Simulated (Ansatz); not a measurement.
# A computed series for Cu3N: pressure series

Start from Cu3N (space group Pm-3m, No. 221; a = 3.721 Å).

Cell and atoms are relaxed at each pressure.

Method: Ansatz (a first-principles code) LDA, no spin-orbit coupling.

```csv
P (GPa),V (Å³/atom)
-2.00,13.058
-1.00,12.967
0.89,12.803
2.09,12.705
4.50,12.520
9.00,12.209
15.00,11.851
22.50,11.470
30.00,11.145
```

A third-order Birch–Murnaghan fit to these points gives V₀ = 12.88 Å³/atom, B₀ = 149 GPa and B₀′ = 4.5. At pressure 30 GPa the volume is 86.5 % of V₀.

Load acts through the strain it causes; cell and atoms are relaxed under it. Whether these cells are dynamically stable was not tested. Competing high-pressure phases were not computed. The final runs are not spin-polarised.
